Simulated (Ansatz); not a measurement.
BN (P6_3mc) under hydrostatic pressure (compression positive): electron conductivity mass by PBE, rigid bands (plane waves, PAW, scalar-relativistic; Ansatz, a quantum-chemistry and plane-wave program). The unloaded cell, whose axes the loads refer to:

```xyz
4
Lattice="2.5410 0.0000 0.0000 -1.2705 2.2006 0.0000 0.0000 0.0000 4.2033" Properties=species:S:1:pos:R:3 pbc="T T T"
B      0.0000     1.4671     0.0011
B      1.2705     0.7335     2.1028
N      0.0000     1.4671     1.5751
N      1.2705     0.7335     3.6768
```

```json
[
 {"hydrostatic pressure (compression positive) (GPa)": "-18", "volume per atom (Å³)": "6.19", "electron conductivity mass (mₑ)": "?"},
 {"hydrostatic pressure (compression positive) (GPa)": "-9", "volume per atom (Å³)": "6.02", "electron conductivity mass (mₑ)": "0.427"},
 {"hydrostatic pressure (compression positive) (GPa)": "0", "volume per atom (Å³)": "5.88", "electron conductivity mass (mₑ)": "0.421"},
 {"hydrostatic pressure (compression positive) (GPa)": "9", "volume per atom (Å³)": "5.75", "electron conductivity mass (mₑ)": "0.415"},
 {"hydrostatic pressure (compression positive) (GPa)": "18", "volume per atom (Å³)": "5.63", "electron conductivity mass (mₑ)": "0.411"}
]
```

**Question.** Fit a straight line to ln(electron conductivity mass) against the load over the rows given, and predict the row at -18 GPa.

**Answer.** The means are x̄ = 4.500 GPa and ȳ = -0.8712; Σ(x − x̄)(y − ȳ) = -0.5802 and Σ(x − x̄)² = 405.0, so the slope is -0.143 % per GPa, and the rows given lie within 0.18 % of the line. At -18 GPa the line gives 0.432 mₑ; the calculation gives 0.433 mₑ, 0.19 % from it.

Masses are for dilute carriers at 300 K, harmonic means over directions unless an axis is named. Spin-orbit coupling is left out. Stresses and pressures are the targets of the relaxation. The structure type is held at every load. Geometry: cell and atoms relaxed with PBEsol.
